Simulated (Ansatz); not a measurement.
The structure below was relaxed with PBEsol in Ansatz (plane waves to 420 eV, PAW, spin-orbit coupling left out), at pressure 30 GPa.

Space group Fm-3m (No. 225); a = b = c = 3.9210 Å, α = β = γ = 90.00°

| atom | site | symmetry | x | y | z |
|---|---|---|---|---|---|
| Au | 4a | m-3m | 0.0000 | 0.0000 | 0.0000 |

Write out a cell with all atoms.


```cif
data_Au4
_chemical_formula_sum 'Au4'
_space_group_name_H-M_alt 'P 1'
_space_group_IT_number 1
_cell_length_a 3.92102
_cell_length_b 3.92102
_cell_length_c 3.92102
_cell_angle_alpha 90.000
_cell_angle_beta 90.000
_cell_angle_gamma 90.000
loop_
_space_group_symop_operation_xyz
  'x, y, z'
loop_
_atom_site_label
_atom_site_type_symbol
_atom_site_fract_x
_atom_site_fract_y
_atom_site_fract_z
_atom_site_occupancy
Au1 Au 0.00000 0.00000 0.00000 1
Au2 Au 0.00000 0.50000 0.50000 1
Au3 Au 0.50000 0.00000 0.50000 1
Au4 Au 0.50000 0.50000 0.00000 1
```
This is the conventional cell.

Load acts through the strain it causes; cell and atoms are relaxed under it. Whether these cells are dynamically stable was not tested. No other phases were tried under pressure. The cell was made from Au in the fcc (Cu type) structure (space group Fm-3m, No. 225) by this change: pressure 30 GPa.

Ansatz is a program for electronic structure.
